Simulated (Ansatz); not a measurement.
**Mg2Ge: isotropic strain −3.00 %**

Base system: Mg2Ge in the anti-fluorite structure (space group Fm-3m, No. 225; a = 6.364 Å).

One thing is altered: every lattice vector is shortened by 3.00 %, atoms relaxed at fixed cell.

Level of theory: Ansatz (a first-principles code) PBEsol, spin-orbit coupling left out. k-mesh 13×13×13 (Γ-centred); smearing 0.05 eV (Fermi–Dirac).

The volume per atom decreases by 1.876 Å³ to 19.61 Å³ and the space group remains Fm-3m (No. 225). The energy increases by 31 meV/atom and the pressure goes from zero to 5.8 GPa. The band gap changes from 0.08 eV to zero.

Final structure:

```
CELL_PARAMETERS angstrom
      0.00000     3.08675     3.08675
      3.08675     0.00000     3.08675
      3.08675     3.08675     0.00000
ATOMIC_POSITIONS crystal
  Mg 0.25000 0.25000 0.25000
  Mg 0.75000 0.75000 0.75000
  Ge 0.00000 0.00000 0.00000
```

Whether these cells are dynamically stable was not tested. The final runs are not spin-polarised. A zero or small gap of Mg2Ge can be the functional's error rather than a property of the material.
